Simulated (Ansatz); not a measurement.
Base system: LaCoO3 (space group R-3c, No. 167; a = 5.404 Å, c = 12.932 Å (hexagonal axes); ferromagnetic).

Calculations: PBEsol in Ansatz (plane waves to 420 eV, PAW, scalar-relativistic without spin-orbit coupling).

One change was made to it. Results:

| quantity | base | after |
|---|---|---|
| c/a ratio | 2.393 | 2.393 |
| shortest interatomic distance | 1.917 Å | 1.906 Å |
| magnetic state | ferromagnetic | ferromagnetic |

Problem. Name the change that was made.
A. pressure 3 GPa
B. pressure 0.3 GPa
C. pressure 0.7 GPa
D. pressure 7.5 GPa

Solution. A, pressure 3 GPa. For comparison, the shortest interatomic distance in the other runs: pressure 7.5 GPa gives 1.892 Å; pressure 0.3 GPa gives 1.916 Å; pressure 0.7 GPa gives 1.914 Å.

Load acts through the strain it causes; cell and atoms are relaxed under it. Stability against distortions was not tested. Competing high-pressure phases were not computed. Seeded moments were not kept for pressure 7.5 GPa. No Hubbard U is applied and the magnetic state is the run's own (LaCoO3 ferromagnetic; LaCoO3 non-magnetic); other magnetic orders, which need larger cells, were not tried and can change the gap.

Ansatz is an electronic-structure program.
